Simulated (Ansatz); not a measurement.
Pressure series in GaP

Base system: GaP in the zinc blende structure (space group F-43m, No. 216; a = 5.451 Å).

Cell and atoms are relaxed at each pressure.

All numbers come from r2SCAN, PAW, 500 eV (Ansatz, an electronic-structure program; spin-orbit coupling left out).

Notes on the quantities. enthalpy: H = E + PV relative to the base's energy.

```tsv
change	smallest direct gap	enthalpy	shortest interatomic distance	band gap
base	2.36 eV	–	2.360 Å	1.85 eV
pressure −2 GPa	___	-0.26 eV/atom	___	___
pressure −1 GPa	2.26 eV	-0.13 eV/atom	2.370 Å	1.87 eV
pressure 3 GPa	2.64 eV	+0.37 eV/atom	2.336 Å	1.79 eV
pressure 7 GPa	2.98 eV	+0.85 eV/atom	2.307 Å	1.72 eV
pressure 15 GPa	3.53 eV	+1.77 eV/atom	2.261 Å	1.58 eV
pressure 30 GPa	4.00 eV	+3.36 eV/atom	2.197 Å	1.36 eV
pressure 50 GPa	3.87 eV	+5.31 eV/atom	2.135 Å	1.10 eV
pressure 75 GPa	3.69 eV	+7.55 eV/atom	2.079 Å	0.81 eV
pressure 100 GPa	3.53 eV	+9.64 eV/atom	2.034 Å	0.57 eV
```

**Question.** Fill in the withheld entries from the trend.

**Answer.** 
- pressure −2 GPa, smallest direct gap: 2.15 eV
- pressure −2 GPa, shortest interatomic distance: 2.379 Å
- pressure −2 GPa, band gap: 1.88 eV

Load acts through the strain it causes; cell and atoms are relaxed under it. Whether these cells are dynamically stable was not tested. Measured, GaP leaves this structure (for a Cmcm phase) near 26 GPa (temperature not stated; as listed in Datta, Sujoy, Jana, Debnarayan, arXiv (2020)).
